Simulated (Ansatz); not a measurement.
**Cl (space group Fmmm, No. 69; a hypothetical phase, not in the database extracts checked)**

```cif
data_Cl2
_chemical_formula_sum 'Cl2'
_space_group_name_H-M_alt 'P 1'
_space_group_IT_number 1
_cell_length_a 7.20541
_cell_length_b 7.18773
_cell_length_c 2.59765
_cell_angle_alpha 79.986
_cell_angle_beta 79.219
_cell_angle_gamma 20.795
loop_
_space_group_symop_operation_xyz
  'x, y, z'
loop_
_atom_site_label
_atom_site_type_symbol
_atom_site_fract_x
_atom_site_fract_y
_atom_site_fract_z
_atom_site_occupancy
Cl1 Cl 0.13198 0.13198 0.86802 1
Cl2 Cl 0.86802 0.86802 0.13198 1
```

Computed with Ansatz (a first-principles code) r2SCAN+rVV10, spin-orbit coupling left out. k-mesh 18×18×18 (Γ-centred); smearing 0.05 eV (Fermi–Dirac).

| Item | Value |
|---|---|
| Volume per atom | 23.46 Å³ |
| Density | 2.51 g/cm³ |
| Band gap | zero |
| Total energy | -1082.570 eV/atom (σ→0; compares only within this code and set-up) |

No phonon test of stability was made. The base started in Cmce and relaxed to Fmmm at this level.
